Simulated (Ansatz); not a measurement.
**WOs3 (model structure, started from the A15 type, Pm-3n, No. 223, 8 atoms in the cell): lattice constant a by level of theory**

No measured value is used here.

| level (code) | value (Å) |
|---|---|
| LDA (Ansatz) | 4.881 |
| PBEsol (Ansatz) | 4.906 |
| r²SCAN (Ansatz) | 4.922 |

Density-functional levels without +SOC have no spin–orbit coupling. LDA, PBEsol, r²SCAN: the run has no spin polarisation, so it can have missed a magnetic state. Cutoffs differ between the levels. Ansatz's density-functional and Hartree–Fock values are scalar-relativistic unless marked +SOC, with PAW data made under PBE.

A model structure was made by putting elements into a prototype or built by hand; it is no filed structure, need not be a known phase, and can be a saddle point held by its symmetry.

Ansatz is an electronic-structure program.
